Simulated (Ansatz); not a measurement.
## Cohesive energy of Ge₂Sb₂Te₅ (model structure, started from the Ge2Sb2Te5-Kooi type, P-3m1, No. 164, 9 atoms in the cell) at several levels of theory

No measured value is used here.

**Question.** Put these levels in order of the cohesive energy that they give for Ge₂Sb₂Te₅ (model structure, started from the Ge2Sb2Te5-Kooi type, P-3m1, No. 164, 9 atoms in the cell), smallest first: PBE (Ansatz, an electronic-structure program), PBEsol (Ansatz), r²SCAN (Ansatz).

**Answer.** r²SCAN (2.76 eV/atom), PBE (2.88 eV/atom), PBEsol (3.29 eV/atom)

Unless a cell is named, each level is at its own relaxed cell (PBE 31.18, PBEsol 28.93, r²SCAN 30.82 Å³/atom).

Free atoms are spin-polarised, in the lowest state found; at levels without +SOC their spin–orbit coupling is left out.  Density-functional levels without +SOC have no spin–orbit coupling, which shifts binding energies of heavy elements. Each level is taken at its own relaxed cell. Cutoffs differ between the levels. Ansatz's density-functional and Hartree–Fock values are scalar-relativistic unless marked +SOC, with PAW data made under PBE.

A model structure was made by putting elements into a prototype or built by hand; it is no filed structure, need not be a known phase, and can be a saddle point held by its symmetry.
